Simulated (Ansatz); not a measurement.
## PbS: holes 5.0×10^20 cm⁻³

Take PbS in the rock salt structure (space group Fm-3m, No. 225; a = 6.0092 Å) as the base.

It is then changed as follows: 0.0271 holes added to each cell, a density of 5.0×10^20 cm⁻³, with a uniform compensating background at fixed cell and a 300 K Fermi–Dirac width.

Level of theory: PBE (Ansatz, an electronic-structure program, PAW, scalar-relativistic without spin-orbit coupling). k-mesh 22×22×22 (Γ-centred); smearing 0.0259 eV (Fermi–Dirac).

```tsv
quantity	base	changed	shift
gap between the host's bands	0.49 eV	0.51 eV	+0.015 eV
gap character	direct at L	direct at L	–
valley order (the lowest conduction-band minima on the path, energy above the VBM, named in the base's zone)	L along ⟨111⟩ 0.49 eV; a point along ⟨110⟩, about 0.6 Å⁻¹ from Γ 1.36 eV	L along ⟨111⟩ 0.51 eV; a point along ⟨110⟩, about 0.6 Å⁻¹ from Γ 1.37 eV	–
Fermi level relative to the doped band's edge (positive inside the band; to 0.05 eV)	–	+0.35 eV	–
```

Final structure:

```
PbS
1.0
    0.00000     3.00459     3.00459
    3.00459     0.00000     3.00459
    3.00459     3.00459     0.00000
Pb S
1 1
Direct
  0.00000   0.00000   0.00000
  0.50000   0.50000   0.50000
```
Cell charge +0.027124.

Cost of the whole job for the changed cell (relaxation, final SCF and bands): very roughly 19 core-seconds.

Charged cell with a jellium background: band edges are those of the host's band count, energies are not comparable with the neutral cell, and many-body gap narrowing is missing. With Pb present, leaving out spin-orbit coupling can change the band edges. Stability against distortions was not tested. The base started in P3_121 and relaxed to Fm-3m at this level.
